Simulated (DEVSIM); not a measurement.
## illuminated Si n-on-p cell, one wavelength

System: illuminated Si n-on-p cell, one wavelength, at 300 K.

```csv
layer (left to right),material,thickness (μm),Nd (cm⁻³),Na (cm⁻³),τn (s),τp (s),absorption coefficient (cm⁻¹)
1,Si,0.790,6.4e18,-,2.4e-7,9.4e-8,53000
2,Si,74.0,-,2.7e16,2e-6,2e-6,53000
```

Left contact: ohmic, minority hole recombination velocity 90000 cm/s. Right contact: ohmic, minority electron recombination velocity 80 cm/s. Voltage is applied to the left contact. Recombination: SRH at mid-gap, radiative, Auger. Light enters at the left, 4.9e17 photons cm⁻² s⁻¹, one pass, no reflection. Mobility is μmin + (μ − μmin)/(1 + (N/Nref)^α).

The device is made up for the run: typed textbook-type constants, with dimensions and the other settings drawn at random. Values at 300 K.

```tsv
parameter	Si
gap (eV)	1.124
affinity (eV)	4.05
permittivity	11.7
Nc (cm⁻³)	2.86e19
Nv (cm⁻³)	3.1e19
μn (cm²/Vs)	1417
μp (cm²/Vs)	470
μn,min	52
μp,min	45
Nref,n	9.7e16
Nref,p	2.2e17
αn	0.68
αp	0.72
B (cm³/s)	4.7e-15
Cn (cm⁶/s)	2.8e-31
Cp (cm⁶/s)	9.9e-32
```

DEVSIM, 1D drift-diffusion, Boltzmann statistics, complete ionisation; no tunnelling, impact ionisation, image-force lowering or self-heating.

* **Potential step across the device at zero bias**: 0.903 V
* **Largest field in the device at zero bias**: 160000 V/cm
* **Dark forward voltage at 1 A/cm²**: 0.701 V
* **Dark forward voltage at 100 A/cm²**: 0.886 V
* **Short-circuit current**: 31.5 mA/cm²
* **Open-circuit voltage**: 0.607 V
* **Fill factor**: 0.83
* **Largest power**: 15.8 mW/cm²
* **Share of generated pairs collected at short circuit**: 0.401

Dark reverse current:

| V (V) | J (A/cm²) |
|---|---|
| 0.04 | 5.0e-10 |
| 0.10 | 1.0e-9 |
| 0.20 | 1.7e-9 |
| 0.30 | 2.3e-9 |
| 0.40 | 2.8e-9 |
| 0.60 | 3.8e-9 |
| 0.80 | 4.8e-9 |
| 1.00 | 5.6e-9 |
| 1.30 | 6.8e-9 |
| 1.60 | 7.8e-9 |
| 2.00 | 9.1e-9 |

Small-signal capacitance in reverse bias (quasi-static):

| V (V) | C (nF/cm²) |
|---|---|
| 0.04 | 51.4 |
| 0.1 | 49.6 |
| 0.2 | 47.0 |
| 0.3 | 44.8 |
| 0.4 | 42.9 |
| 0.6 | 39.7 |
| 0.8 | 37.1 |
| 1 | 35.0 |
| 1.3 | 32.4 |
| 1.6 | 30.3 |
| 2 | 28.1 |
